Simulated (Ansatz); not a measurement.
Response to strain in BN

Take BN in the zinc blende structure (space group F-43m, No. 216; a = 3.6097 Å) as the base.

Strains are applied to the cell and any free atomic positions relax.

Level of theory: r2SCAN/PAW in Ansatz (a program for electronic structure), spin-orbit coupling left out.

Notes on the quantities. energy relative to the base: free energy F.

```csv
isotropic strain (%),energy relative to the base (meV/atom)
0,0.0
0.5,1.6
1,6.3
1.5,14.0
2,?
2.5,37.9
3,53.8
```

Q: Fit ΔE = Aε² + Bε³ (ε in %) to the rows shown and predict the withheld row.

A: Least squares on the printed values gives A = 6.47 and B = -0.17 meV/atom (largest residual 0.0 meV/atom); this predicts 24.6 meV/atom, and the run gives 24.6 meV/atom, in agreement.

No phonon test of stability was made.
